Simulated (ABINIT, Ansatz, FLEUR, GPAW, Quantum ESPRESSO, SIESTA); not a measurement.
One structure in several programs: Tl2Rh3S2 (R-3m, 7 atoms in the cell)

Self-consistent single point.

```xyz
7
Lattice="2.8479 1.6442 4.6982 -2.8479 1.6442 4.6982 0.0000 -3.2885 4.6982" Properties=species:S:1:pos:R:3 pbc="T T T"
Tl     0.0000     0.0000     0.0000
Tl     0.0000     0.0000     7.0473
Rh     1.4239     0.8221     2.3491
Rh    -1.4239     0.8221     2.3491
Rh     0.0000    -1.6442     2.3491
S      0.0000     0.0000    10.1441
S      0.0000     0.0000     3.9505
```

All programs got the same cell, k-point mesh and kind of occupations (in Ansatz's words: kpoints.mp_grid.grid = 5 5 5; scf.occupations.method = fermi_dirac; scf.occupations.width = 0.1 eV); potentials, basis and cutoffs are each program's usual ones.

```
code                                                                                                                                      model  pressure (GPa)  largest force (eV/Å)  k-points           cutoff
----------------  -----------------------------------------------------------------------------------------------------------------------------  --------------  --------------------  --------  ---------------
Quantum ESPRESSO                                                                           PBEsol, GBRV 1.5 ultrasoft (PBESOL) pseudopotentials           -4.59                 0.182        19            40 Ry
SIESTA            GGA PBEsol, numerical atomic orbitals DZP, PseudoDojo PBEsol standard norm-conserving potentials (rewritten from UPF to PSML)           -1.86                 0.342        63      grid 350 Ry
Ansatz                                                                                                          PBEsol, PAW files made with PBE           -3.34                 0.213        19           420 eV
GPAW                                                                                      PBEsol, GPAW PAW datasets PBEsol (made by gpaw-setup)           -2.58                 0.004        19           600 eV
ABINIT                                                           PBEsol, norm-conserving pseudopotentials (PseudoDojo nc-sr-04 PBEsol standard)           -3.12                 0.202        19            44 Ha
FLEUR                                                                           PBEsol, all-electron FLAPW (FLEUR), scalar-relativistic valence               –                 0.171        19  Kmax 4.1 1/bohr
```

A dash marks a value that a program does not give, or that is left out as unsure.

The spread over the programs that give each value: pressure within 2.73 GPa; largest force within 0.338 eV/Å.

The starting cell comes from a database of computed structures (which also holds hypothetical and non-ambient phases and stackings), without a prior relaxation at this level. On Ansatz's run: Spin-orbit coupling is off. Spin polarisation is off; with an odd number of electrons in the cell that forces a metal, and a magnetic state may lie lower. In the base run, with a pressure of about -3 GPa the cell is away from its equilibrium volume at this level.

Question: Why do the programs differ, and what cannot be compared?

Answer: Differences of this kind can come from the potentials, where these differ, and from what each basis and cutoff leave unconverged. The valence holds different numbers of electrons (Quantum ESPRESSO 83, SIESTA 89, Ansatz (a program for electronic structure) 89, GPAW 83, ABINIT 89, FLEUR 83). The zero of total energies and Fermi levels follows the potentials and each program's conventions, so they are not compared here. SIESTA uses small atom-centred bases, whose incompleteness enters pressures, forces and empty levels differently from a plane-wave cutoff. FLEUR treats all electrons, but the usual bases taken here (sphere radii, linearisation, local orbitals, empty states) were not tested for convergence, so the values are no reference for the others. Ansatz's pressure is given at a fixed set of plane waves, as the other plane-wave codes print theirs; with its correction for the finite basis it is -3.29 GPa. The programs reduce the same mesh by symmetry to different extents, which changes the work and not the result. In the pressure, Quantum ESPRESSO (by 1.36) and SIESTA (by 1.38) lie more than 1 GPa from the median of the plane-wave programs. In the force vectors, SIESTA (by 0.534) and GPAW (by 0.188) lie more than 0.08 eV/Å from the median of the plane-wave programs.

Left out of this page: Elk (not drawn, or without a comparable value).

Keys are those of Ansatz 0.2.
